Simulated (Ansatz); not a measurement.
Some atoms of an NVE trajectory of composition GaSi15, cell Ga4Si60, brought to this temperature after a much hotter stage [in the run: it was liquid; mean temperature 1917 K (target 1840 K); density 2.62 g/cm³]; time step 2.0 fs, velocity Verlet. The numbers are results of PBE (plane waves, PAW; Ansatz, a quantum-chemistry and plane-wave program), not measurements. On the run's last frame a denser k-mesh moved the forces by 0.098 eV/Å rms, the static pressure by 0.09 GPa and the free energy by 2 meV/atom, which is about how far such values are converged.

```
atom  mass (u)                  x y z (Å)                      v (Å/fs)                F (eV/Å)
----  --------  -------------------------  ----------------------------  ----------------------
Si2     28.085    4.31535 7.35808 0.95615  -0.002087 -0.000585 0.006506   -1.7531 0.2871 0.4068
Si14    28.085   6.28449 1.95744 -6.61010   0.000695 0.014496 -0.012985  0.2045 -0.2793 -0.8391
Si30    28.085  -0.67334 2.57095 10.15511   -0.004525 0.014502 0.008146  0.4325 -0.2704 -0.6138
Si32    28.085  11.08379 16.72075 5.20090   0.010374 0.009162 -0.008187  -1.5640 0.6181 -0.0262
Si42    28.085  6.01092 -15.34415 8.87813  0.000013 -0.003875 -0.004225  -0.0946 -0.3364 0.7096
Si49    28.085    5.69565 5.60750 0.81202   0.012279 -0.002232 0.004184  0.5691 -1.9399 -0.5499
Si50    28.085  15.16387 -1.02406 0.77982  -0.001494 0.011096 -0.006229    0.0098 0.9773 0.4300
Si60    28.085   0.43461 -5.56495 1.21631   0.007245 0.001006 -0.001829   0.2335 -0.4661 0.1024
```

Q: Give their positions one step later.

A: x' = x + vΔt + FΔt²/(2m), with 1 eV/(Å·u) = 0.0096485 Å/fs².
| atom | x' y' z' (Å) |
|---|---|
| Si2 | 4.30997 7.35711 0.96944 |
| Si14 | 6.28602 1.98624 -6.63664 |
| Si30 | -0.68209 2.59976 10.17098 |
| Si32 | 11.10346 16.73950 5.18451 |
| Si42 | 6.01088 -15.35213 8.87017 |
| Si49 | 5.72060 5.60170 0.82002 |
| Si50 | 15.16089 -1.00119 0.76766 |
| Si60 | 0.44926 -5.56326 1.21272 |
